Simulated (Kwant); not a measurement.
Model: Hückel tight-binding model, one pz orbital an atom, one spin, coherent transport at 0 K (Kwant). Conductance is in e²/h.

System: π system c1ccc(cc1)C=Cc1ccccc1 between two chain leads. The π system is taken as planar. Atoms are numbered from 0 in the order of the SMILES. Site energies (eV, carbon 0): [0.0, 0.0, 0.0, 0.0, 0.0, 0.0, 0.0, 0.0, 0.0, 0.0, 0.0, 0.0, 0.0, 0.0]. Bonds (i, j, β in eV): (0,1,-2.7) (1,2,-2.7) (2,3,-2.7) (3,4,-2.7) (4,5,-2.7) (3,6,-2.7) (6,7,-2.7) (7,8,-2.7) (8,9,-2.7) (9,10,-2.7) (10,11,-2.7) (11,12,-2.7) (12,13,-2.7) (5,0,-2.7) (13,8,-2.7). Leads: chains of hopping −4.1 eV, joined by −1.4 eV to atoms 0 and 6.

Site energies and bond integrals are typed Hückel values.

Sweep values stay those of the base run.

One input was changed, with this effect: transmission at E = 0 < 1e-12 → 0.031.

**Question.** Which change was it?
A. contacts moved from atoms [0, 6] to [1, 2]
B. contacts moved from atoms [0, 6] to [2, 4]
C. contacts moved from atoms [0, 6] to [1, 5]
D. contacts moved from atoms [0, 6] to [1, 10]
E. contacts moved from atoms [0, 6] to [0, 10]
F. contacts moved from atoms [0, 6] to [1, 7]

**Answer.** A, contacts moved from atoms [0, 6] to [1, 2]
